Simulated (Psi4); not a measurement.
Psi4 1.11, WB97X/def2-svp: Ge(Br)(Me)(OH)2 ([CH3][Ge]([OH])([OH])[Br]), 10 atoms. The geometry is a generated start, not checked to be a minimum at this level.

```
Property                              Value
--------------------------  ---------------
task                                 energy
method                                wb97x
basis                              def2-svp
memory                                 3 GB
maxiter                                 100
keys of the molecule block      symmetry c1
scf_type                       df (default)
e_convergence               1e-06 (default)
d_convergence               1e-06 (default)
dft_radial_points              75 (default)
dft_spherical_points          302 (default)
basis functions                         131
grid points                          214252
```

```xyz
10

C      1.5056    -0.1978     0.1547
Ge    -0.4490     0.1161     0.1228
O     -1.3614    -0.8167    -1.0495
O     -0.7700     1.7601    -0.2979
Br    -1.3961    -0.3222     2.1873
H      1.9350     0.2173     1.0607
H      1.9478     0.2917    -0.7070
H      1.7190    -1.2619     0.1159
H     -1.5124    -1.7469    -0.8965
H     -1.6185     1.9604    -0.6906
```

With the defaults (diis = true, scf_initial_accelerator = adiis, damping_percentage = 0, diis_max_vecs = 10, soscf = false, soscf_start_convergence = 0.01, guess = auto, which took SAD) it converges in 9 SCF iterations. One run each on 2 threads, with these changes:
- diis_max_vecs = 6
- guess = modhuckel
- damping_percentage = 20
- soscf = true
- diis_max_vecs = 20
- diis = false, scf_initial_accelerator = none, damping_percentage = 60
- scf_initial_accelerator = none
- soscf = true, soscf_start_convergence = 0.1
- guess = gwh

**Question.** Name the settings that don't reach the solution of the defaults.

**Answer.** No convergence: diis = false, scf_initial_accelerator = none, damping_percentage = 60 (the run ends without SCF convergence in 100 iterations). The rest reach the solution of the defaults.

```tsv
setting	SCF iterations	JK calls	end
soscf = true, soscf_start_convergence = 0.1	6	22	same solution
soscf = true	6	17	same solution
the defaults	9	10	same solution
diis_max_vecs = 6	9	10	same solution
scf_initial_accelerator = none	9	10	same solution
diis_max_vecs = 20	9	10	same solution
guess = modhuckel	10	42	same solution
guess = gwh	15	15	same solution
damping_percentage = 20	19	20	same solution
diis = false, scf_initial_accelerator = none, damping_percentage = 60	100	101	no convergence
```

An SOSCF iteration holds several JK calls; a Hückel guess adds calls on atoms.
